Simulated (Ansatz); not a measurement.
Input and output of a self-consistent single point for YMgNi4 (R3m, 6 atoms in the cell) (Ansatz, an electronic-structure program).

Level of theory: PBEsol, default PAW files made with PBE (plane waves; Ansatz).

The change in words: lattice scaled by 0.98; kpoints.mp_grid.grid: 6 6 6 → 8 8 8. Reference geometry:
```
CELL_PARAMETERS angstrom
      0.00000     3.48165     3.48165
      3.48165     0.00000     3.48165
      3.48165     3.48165     0.00000
ATOMIC_POSITIONS crystal
  Y  0.00415 0.00415 0.00415
  Mg 0.25000 0.25000 0.25000
  Ni 0.62345 0.62345 0.62345
  Ni 0.12965 0.62345 0.62345
  Ni 0.62345 0.62345 0.12965
  Ni 0.62345 0.12965 0.62345
```
Moments meant for the start (each program seeds them in its own way; μB, in the order of the atoms Y Mg Ni Ni Ni Ni): 0.0 0.0 2.0 2.0 2.0 2.0.

Reference input (self-consistent single point, DFT, PBEsol, plane waves, default PAW files made with PBE): basis.ecutwfc = 30.9 Ry; kpoints.mp_grid.grid = 6 6 6; hamiltonian.xc = pbesol; hamiltonian.pseudopotentials = {kind: paw} (the program's default PAW files); magnetization.spin_polarized = true; scf.occupations.method = fermi_dirac; scf.occupations.width = 0.0073 Ry. This run's input differs from it in these lines:

Ansatz 0.2 input:
```diff
@@ -2,5 +2,5 @@
   lattice:
-    - [0.000000, 3.481654, 3.481654]
-    - [3.481654, 0.000000, 3.481654]
-    - [3.481654, 3.481654, 0.000000]
+    - [0.000000, 3.412021, 3.412021]
+    - [3.412021, 0.000000, 3.412021]
+    - [3.412021, 3.412021, 0.000000]
   atoms:
@@ -15,3 +15,3 @@
 kpoints:
-  mp_grid: { grid: [6, 6, 6] }
+  mp_grid: { grid: [8, 8, 8] }
 hamiltonian:
```

Output (repeated stretches shortened):

```
SCF iter   1: F=—  HF=-28932.506877 eV  |F-HF|=—  |Δ(HF+E_count)|=         —  Δρ=2.35e-1 (↑2.35e-1 ↓5.92e-2)  dr2=2.07e1  dr2_m=1.44e1  M=2.175 μB ∫|m|=2.598 μB  β_m=0.30  ethr=3.10e-3  ⟨swp⟩=5.6  Hψ=25807  notcnv=0  defer=61
Mixer restart at iter 1: flushing history
all-band conjugate gradients solve this SCF's bands
preconditioner: auto → Kerker (q_TF=auto, 2.801 Å⁻¹)
   [... lines left out ...]
SCF iter  15: F=—  HF=-28929.380836 eV  |F-HF|=—  |Δ(HF+E_count)|=  5.71e-10  Δρ=2.77e-6 (↑2.77e-6 ↓2.02e-6)  dr2=1.20e-8  dr2_m=3.31e-10  M=-0.000 μB ∫|m|=0.000 μB  β_m=0.93  ethr=1.83e-11  ⟨swp⟩=2.1  Hψ=12865  notcnv=0  defer=696
SCF iter  16: F=-28929.380836 eV  HF=-28929.380836 eV  |F-HF|=5.44e-9  |Δ(HF+E_count)|=  4.18e-10  Δρ=1.47e-6 (↑1.47e-6 ↓1.47e-6)  dr2=5.62e-9  dr2_m=1.18e-11  M=-0.000 μB ∫|m|=0.000 μB  ethr=1.29e-11  ⟨swp⟩=7.9  Hψ=32829  notcnv=0
SCF 1 converged in 16 iterations: F = -28929.380836 eV  dr2 = 5.62e-9
WARN: the starting moments were not kept: the SCF closed with an absolute magnetisation of 1.3e-5 μB, where they sum to 8 μB in size (4 sites) …
Magnetization: -0.0000 μB (46.5000 up, 46.5000 down)
   [... lines left out ...]
Absolute magnetization: 0.0000 μB (∫|ρ↑−ρ↓|, with the PAW one-centre terms)
Free energy (F): -28929.380836 eV
Fermi energy:    15.559705 eV
   [... lines left out ...]
  atom   6  Ni    -0.03402148     0.16955036    -0.03402148
--- Stress (GPa, compression-positive) ---
        5.516709       0.171392       0.171392
        0.171392       5.516709       0.171392
        0.171392       0.171392       5.516709
  P = ⅓ Tr σ = 5.5167 GPa (55.167 kbar)
  The stress holds the Pulay correction. Without it, at fixed plane waves, as pw.x and ABINIT print it: P = 5.4861 GPa
```

The run converged in 16 iterations. Against the reference run the free energy rises by 4.1 meV/atom, the pressure goes from -3.08 to 5.52 GPa and the largest force goes from 0.444 to 0.521 eV/Å.

The starting cell comes from a database of computed structures (which also holds hypothetical and non-ambient phases and stackings), without a prior relaxation at this level. Its lattice was rescaled by up to half a per cent. One atom was moved a little off its site on purpose. For this run, on top of that: lattice scaled by 0.98. The starting moments vanished: the run ended non-magnetic, which need not be the lowest state. The program warned that a starting moment was not kept. With a pressure of about 6 GPa the cell is away from its equilibrium volume at this level. Ansatz's pressure includes its estimate of the finite-basis (Pulay) stress.

Cost on one core of a shared machine: roughly 2 min.
